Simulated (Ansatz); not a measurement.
Input:

```xyz
1
Lattice="-2.6073 2.6073 2.5943 2.6073 -2.6073 2.5943 2.6073 2.6073 -2.5943" Properties=species:S:1:pos:R:3 pbc="T T T"
K      0.0000     0.0000     0.0000
```

No spin polarisation.

Method: PBEsol (Ansatz, an electronic-structure program; PAW; 420 eV plane waves; spin-orbit coupling left out). k-mesh 18×18×18 (Γ-centred); smearing 0.1 eV (Fermi–Dirac).

### Question
Predict the stress, band gap and space group.

### Answer
The stress (xx, yy, zz, yz, xz, xy; compression positive) comes out as (0.0, 0.0, 0.0, 0.0, 0.0, 0.0) GPa and the band gap comes out as zero. The space group is I4/mmm (No. 139).

The cells carry an imposed strain or load. Whether these cells are dynamically stable was not tested. The cell was made from K in the bcc (W type) structure (space group Im-3m, No. 229) by this change: uniaxial strain ε_zz = −0.50 %.
